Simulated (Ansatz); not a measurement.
Consider this model of amorphous silicon oxynitride (Si24O45N2).

```xyz
71
Lattice="10.2340 0.0000 0.0000 0.0000 10.2340 0.0000 0.0000 0.0000 10.2340" Properties=species:S:1:pos:R:3 pbc="T T T"
Si     7.7808     8.2174     7.3356
Si     2.8481     7.3176     9.5477
Si     4.8017     5.2287     9.7878
Si     1.5015     0.5058     5.6874
Si     8.9475     5.7115     7.9734
Si     9.4142     3.3581    10.1151
Si     8.1706     0.4495     9.3799
Si     3.0250     8.6193     6.7188
Si     1.1630     4.4996     6.9029
Si     4.4269     7.8563     3.9281
Si     3.4460     9.5304     1.3429
Si     5.2477     1.2667    10.2207
Si     8.8355     9.7554     1.9673
Si     1.9057     4.5086     9.7951
Si     1.2644     0.7033     2.6360
Si     6.4709     3.7155     1.5204
Si     4.0724     1.3019     7.3299
Si     6.1626     5.8046     7.0324
Si     3.9332     4.1107     5.8628
Si     7.1984     0.7908     6.5825
Si     9.3634     2.3942     5.6407
Si     9.0255     2.3372     2.6847
Si     5.1514     4.9591     3.9737
Si     7.4341     8.8904     4.4965
O      0.3804     2.1013     2.4467
O      6.2950     7.4420     7.3299
O      1.5562     9.1965     6.2227
O      3.9853     3.8088     4.2092
O      8.6961     7.2911     8.3550
O      5.5494     2.4367     1.1701
O      8.3313     3.3883     1.4085
O      5.9223     8.3979     4.2372
O      2.4893     0.6114     1.5857
O      0.1668     5.7460     7.2519
O      1.6166     3.8610     8.3310
O      2.4790     1.4172     6.5936
O      0.1995     9.7366     2.2845
O      8.1610     8.7143     3.0228
O      4.1977     1.5514     9.0279
O      6.7520     1.1586     9.6359
O      3.6246     7.9016     5.3480
O      8.1973     0.9944     2.3550
O      8.8897     4.6045     9.2247
O      8.0907     2.1847     6.6316
O      2.4954     4.9041     6.0887
O      8.1911     8.0823     5.7188
O      3.5011     4.2574    10.1602
O      7.4105     0.1921     5.0557
O      0.1998     3.5034     6.0758
O      3.7021     8.7149     2.7341
O      8.5667     9.6054     0.3431
O      4.2101     2.9812     6.9298
O      2.6303     8.6421     0.2284
O      5.3289     5.1226     8.2692
O      0.6796     3.7639     0.4244
O      1.9334     0.5941     4.0999
O      4.6060     6.3400     3.2884
O     10.1636     0.9774     5.6257
O      6.3474     4.2738     3.0343
O      7.7198     5.2502     7.0017
O      9.2109     1.8238     9.5616
O      2.7948     7.5241     7.9319
O      5.6620     1.0901     6.7744
O      8.7760     2.9003     4.1641
O      1.7226     6.1416     9.8860
O      3.9116     9.7996     7.3549
O      6.1256     4.8937     0.4779
O      4.3164     6.7579    10.0383
O      4.8603    10.1286     0.7904
N      7.9136     9.9078     7.8095
N      5.3232     5.2158     5.6744
```

Computed with PBE, scalar-relativistic without spin-orbit coupling (plane waves to 420 eV, PAW; Ansatz, an electronic-structure program).

The cell was made by melting and quenching with the CHGNet potential and then relaxed with DFT. O and N atoms were pushed apart under 1.9 Å during the dynamics, to hinder bonds among them. The hot cell started wider than the set density and was brought back towards it in steps. It is the lowest in DFT energy of 2 quenches. It is a model cell: composition and starting density were chosen by hand, and all elements were melted together. No dispersion term was used. Its density started from a set value of 2.20 and ended at 2.20 g/cm³. Cooling (nominally 320 K/ps over its main leg) ran many orders faster than in experiment, which tends to leave more defects and strain. Values belong to this one cell and scatter from quench to quench. The volume was held where the preparation left it, at a PBE pressure of -1.3 GPa (tension). Stress components on the final sampling reach 2.3 GPa.

Neighbours within Si-Si 2.60 Å, Si-O 2.04 Å, Si-N 2.18 Å, O-O 1.58 Å, O-N 1.64 Å, N-N 1.70 Å count as bonded. Two cations that share two anions don't count as bonded, nor two that share one unless they lie closer than Si-Si 2.38 Å.

Task: Give the coordination numbers, mean bond lengths and angles.

Result: 
| Quantity | Result |
|---|---|
| Mean coordination of Si by anions | 4.04 (23 with 4, 1 with 5) |
| Mean coordination of O | 2.02 (44 with 2, 1 with 3) |
| Mean coordination of N | 3.00 (2 with 3) |
| Mean Si-O bond | 1.651 Å (spread 0.050 Å, 91 counted) |
| Mean Si-N bond | 1.759 Å (spread 0.035 Å, 6 counted) |
| Bond angle at Si | mean 109.3°, spread 8.6° |
| Bond angle at O | mean 135.2°, spread 15.4° |
| Bond angle at N | mean 119.5°, spread 20.2° |

Task: Which atoms depart from the most common coordination of their element?

Result: Si17 has 5 (O63 1.70 Å, O39 1.72 Å, O52 1.73 Å, O66 1.74 Å, O36 1.76 Å); O31 has 3 (Si22 1.79 Å, Si6 1.87 Å, Si16 1.89 Å).

Task: List the pairs of like atoms that count as bonded by the rules above.

Result: There are none by these rules.
